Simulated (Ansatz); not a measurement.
## A computed series for hypothetical zinc blende BaS: pressure series

The parent structure is BaS in the zinc blende structure (space group F-43m, No. 216; a = 7.036 Å; a hypothetical phase, not in the database extracts checked).

Cell and atoms are relaxed at each pressure.

Levels (all Ansatz, a first-principles code, PAW): PBE (420 eV, scalar-relativistic without spin-orbit coupling); r2SCAN (500 eV, spin-orbit coupling left out).

The base cell above is that of PBE; each level relaxes its own structures.

```tsv
case	band gap, PBE	band gap, r2SCAN
pressure −2 GPa	2.62 eV	2.95 eV
pressure −1 GPa	2.69 eV	?
pressure 0.3 GPa	2.76 eV	?
pressure 0.7 GPa	2.78 eV	3.10 eV
pressure 1.5 GPa	2.82 eV	3.13 eV
pressure 3 GPa	2.87 eV	?
pressure 5 GPa	2.92 eV	?
pressure 7.5 GPa	2.96 eV	3.28 eV
pressure 10 GPa	2.99 eV	3.30 eV
```

Task: What belongs in the blanks?

Result: 
- pressure −1 GPa, band gap, r2SCAN: 3.01 eV
- pressure 0.3 GPa, band gap, r2SCAN: 3.08 eV
- pressure 3 GPa, band gap, r2SCAN: 3.18 eV
- pressure 5 GPa, band gap, r2SCAN: 3.23 eV

PBE lies below r2SCAN in every row, by 0.31 eV to 0.33 eV. They put the cases in the same order.

Load acts through the strain it causes; cell and atoms are relaxed under it. No phonon test of stability was made. No other phases were tried under pressure.
